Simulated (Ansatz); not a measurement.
**PdSb in the NiAs type structure (space group P6_3/mmc, No. 194)**

```xyz
4
Lattice="4.0861 0.0000 0.0000 -2.0430 3.5386 0.0000 0.0000 0.0000 5.5817" Properties=species:S:1:pos:R:3 pbc="T T T"
Sb     0.0000     2.3591     1.3954
Sb     2.0430     1.1795     4.1863
Pd     0.0000     0.0000     0.0000
Pd     0.0000     0.0000     2.7909
```

The values are results of DFT with PBEsol, PAW potentials and a 420 eV plane-wave cutoff in Ansatz (a quantum-chemistry and plane-wave program), spin-orbit coupling left out, not measurements. Settings: 13×13×9 k-points, 0.05 eV Fermi–Dirac smearing.

```json
{
 "volume_per_atom": "20.18 Å³",
 "density": "9.39 g/cm³",
 "band_gap": "zero",
 "total_energy": "-6657.824 eV/atom (σ→0; compares only within this code and set-up)"
}
```

No phonon test of stability was made. All final runs are without spin polarisation.
